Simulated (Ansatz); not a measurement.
# What uniaxial stress, 1 GPa tension along x does to Pt

Start from Pt in the fcc (Cu type) structure (space group Fm-3m, No. 225; a = 3.9415 Å; relaxed with 0.1 eV smearing). Axes: x, y, z lie along the cube axes.

One thing is altered: uniaxial stress, 1 GPa tension along x; all other stress components relax to zero.

The values are results of Kohn–Sham DFT with the r2SCAN functional, run in Ansatz (a first-principles code) with PAW and 500 eV plane waves, no SOC, earlier PAW set, not measurements. Γ-centred 29×29×29 mesh, Fermi–Dirac width 0.1 eV.

The volume per atom is nearly the same (15.31 Å³ against 15.33 Å³) and the space group changes from Fm-3m (No. 225) to I4/mmm (No. 139). The shortest interatomic distance falls by 0.008 Å (2.787 Å → 2.779 Å) and the energy rises by 0.3 meV/atom. The band gap is still zero and the strain response (xx, yy, zz) is (+0.73, −0.30, −0.30) %.

Stability under load was not tested beyond the relaxation. All final runs are without spin polarisation.
